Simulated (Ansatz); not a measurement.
The starting structures come from a database of crystals and need not be the phases stable at ambient conditions.

By PBEsol, the system below comes out a metal.

Without scattering a metal conducts by its projected Fermi surface.

Given:

```
CELL_PARAMETERS angstrom
      2.53076     0.00000     0.00000
     -1.26538     2.19170     0.00000
      0.00000     0.00000     8.01397
ATOMIC_POSITIONS crystal
  Cu 0.00000 0.00000 0.00000
  Cu 0.00000 0.00000 0.50000
  Cu 0.33333 0.66667 0.25000
  Cu 0.66667 0.33333 0.75000
```

Space group of this cell: P6_3/mmc. The cell is strained (lengths along the current scaled by 0.97, ions clamped); by PBEsol its mean pressure is 3.4 GPa.

The current flows along the normal of the first two printed cell vectors, the (001) (indices of the unstrained crystal) plane of the conventional cell. No spin-orbit coupling; the value is a mean over 0.1 eV about the Fermi level.

Question: Give the ballistic conductance per area that PBEsol run with Ansatz (a quantum-chemistry and plane-wave program) yields.

Answer: 1.1 × 10¹⁵ S/m² for both spins.
